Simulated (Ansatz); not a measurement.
Consider TiB$_{2}$ (space group P6/mmm, No. 191; a = 3.0324 Å, c = 3.2238 Å; relaxed with 0.1 eV smearing). Axes: x lies along a and z along c of the hexagonal cell.

Level of theory: PBE/PAW in Ansatz (a first-principles code), no spin-orbit coupling.

Strains are applied to the cell and any free atomic positions relax.

One change was made to it. Results:

The pressure (mean of the normal stresses, compression positive) goes from zero to 7.2 GPa; the energy grows by 11 meV/atom; the band gap stays zero.

Problem. Which change produced these results?
A) uniaxial strain ε_zz = −3.00 %
B) uniaxial strain ε_zz = −0.50 %
C) uniaxial strain ε_zz = +2.00 %

Solution. A, uniaxial strain ε_zz = −3.00 %. For comparison, the energy relative to the base in the other runs: uniaxial strain ε_zz = −0.50 % gives +0.3 meV/atom; uniaxial strain ε_zz = +2.00 % gives +4.7 meV/atom.

Stability against distortions was not tested. The final runs are not spin-polarised.
